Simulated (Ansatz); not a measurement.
# Mo, response to strain

The parent structure is Mo in the bcc (W type) structure (space group Im-3m, No. 229; relaxed with 0.1 eV smearing).

Mo has the cubic space group Im-3m (No. 229), the bcc (W type) structure, Pearson symbol cI2. Lattice parameters: a = b = c = 3.1300 Å, α = β = γ = 90.00°. Mo on 2a has 8 Mo at 2.711 Å and 6 Mo at 3.130 Å. (Neighbours: up to the widest gap in distance over summed covalent radii, below 1.35, at either atom.)
(The calculation used a cell of 1 atom; values per cell refer to that cell.)

Strains are applied to the cell and any free atomic positions relax.

Method: PBEsol in Ansatz (plane waves to 420 eV, PAW, no spin-orbit coupling).

Notes on the quantities. energy relative to the base: free energy F.

| change | volume per atom | energy relative to the base | pressure |
|---|---|---|---|
| base | 15.33 Å³ | 0 meV/atom | 0.0 GPa |
| isotropic strain −3.00 % | 13.99 Å³ | +119 meV/atom | 30.8 GPa |
| isotropic strain −2.50 % | 14.21 Å³ | +82 meV/atom | 24.8 GPa |
| isotropic strain −2.00 % | 14.43 Å³ | +51 meV/atom | 19.2 GPa |
| isotropic strain −1.50 % | 14.65 Å³ | +28 meV/atom | 13.9 GPa |
| isotropic strain −1.00 % | 14.88 Å³ | +12 meV/atom | 9.0 GPa |
| isotropic strain −0.50 % | 15.10 Å³ | +3.1 meV/atom | 4.3 GPa |
| isotropic strain +0.50 % | 15.56 Å³ | +3.0 meV/atom | -4.1 GPa |
| isotropic strain +2.00 % | 16.27 Å³ | +45 meV/atom | -14.7 GPa |
| isotropic strain +2.50 % | 16.51 Å³ | +70 meV/atom | -17.7 GPa |

Stability against distortions was not tested. All final runs are without spin polarisation.

Ansatz is a program for electronic structure.
